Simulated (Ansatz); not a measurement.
Si: energy against strain

Si (diamond, Fd-3m, 20.172 Å³/atom at rest, cube axes along x, y and z) under a strain ε along a cube axis (axis z), the other axes held. r2SCAN in Ansatz, a plane-wave DFT program (PAW, default set), 500 eV, 10×10×10 Γ-centred mesh, Fermi-Dirac smearing 0.05 eV; ions are relaxed within the symmetry of each cell.

Here s stands for strain and y for E less E0.

```
strain (%)  E less E0 (meV/atom)
----------  --------------------
-1.50                       2.39
-1.00                       1.06
-0.50                       0.26
0.00                        0.00
0.50                        0.27
1.00                        1.06
1.50                        2.36
3.00                           ?
```

Task: Fit y against s with a parabola, and predict the withheld value at s = 3.00.

Result: Least squares gives y = 0.002 - 0.0057·s + 1.0552·s². Residuals (row less fit): 0.005, -0.003, -0.009, -0.002, 0.007, 0.009, -0.008; standard error 0.009 (degrees of freedom: 4). Twice the quadratic coefficient over the volume, 2 × 1.0552 meV × 10⁴ × 0.1602 / 20.172 Å³, is the elastic constant C11 = 168 ± 0.6 GPa. At the withheld row, y = 0.002 - 0.0057 × 3.0 + 1.0552 × 3.0² = 9.482 meV/atom. The calculation gives 9.34 meV/atom, 0.142 meV/atom below the prediction (1.5 % of the range of y in the table). The row lies outside the fitted rows, so this is an extrapolation. From the scatter of the fitted rows alone, a prediction at this place has a standard error of 0.033 meV/atom, so the miss is 4.3 times that.

One order more, fitted to all 13 runs of the series, follows each within 0.01, so the miss is the next term of a smooth law. Rows are the converged runs of the series near zero and its far end; series whose fitted rows scatter by over a few per cent of the range, as at a crossing or softening among them, aren't shown in this form. Most that stay on the fit to the last digits aren't either.
